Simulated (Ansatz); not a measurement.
## Pressure series in MgS

Start from MgS in the rock salt structure (space group Fm-3m, No. 225; a = 5.203 Å).

Cell and atoms are relaxed at each pressure.

Computed with r2SCAN, PAW, 500 eV (Ansatz, an electronic-structure program; scalar-relativistic without spin-orbit coupling).

Candidates:
(a) pressure −1 GPa
(b) pressure 0.9 GPa
(c) pressure 30 GPa
(d) pressure 2.1 GPa

Base values:

- Band gap: 3.46 eV

Task: Order them by band gap, lowest first.

Result: (a) pressure −1 GPa (3.44 eV), (b) pressure 0.9 GPa (3.49 eV), (d) pressure 2.1 GPa (3.52 eV), (c) pressure 30 GPa (3.91 eV)

Load acts through the strain it causes; cell and atoms are relaxed under it. Whether these cells are dynamically stable was not tested. Competing high-pressure phases were not computed.
